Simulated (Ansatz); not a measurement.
# BeSe in the zinc blende structure (space group F-43m, No. 216)

```xyz
2
Lattice="0.0000 2.5645 2.5645 2.5645 0.0000 2.5645 2.5645 2.5645 0.0000" Properties=species:S:1:pos:R:3 pbc="T T T"
Se     3.8467     3.8467     3.8467
Be     0.0000     0.0000     0.0000
```

All numbers come from Ansatz (a first-principles code), PBEsol, PAW, cutoff 420 eV, no spin-orbit coupling. Settings: 11×11×11 k-points, 0.05 eV Fermi–Dirac smearing.

| Property | Value |
|---|---|
| Volume per atom | 16.86 Å³ |
| Density | 4.33 g/cm³ |
| Band gap | 2.47 eV, indirect, Γ → X |
| Electron mass | 0.84 mₑ along k, 0.26 mₑ across |
| Hole mass (degenerate bands, along [100]) | 0.23, 0.46, 0.46 mₑ |
| Lowest conduction-band minima above the VBM | X along ⟨100⟩ 2.47 eV |
| Total energy | -2758.081 eV/atom (σ→0; compares only within this code and set-up) |

Effective masses come from finite differences of ±0.01 Å⁻¹. Along k means along the line from Γ to the band edge. Whether these cells are dynamically stable was not tested.
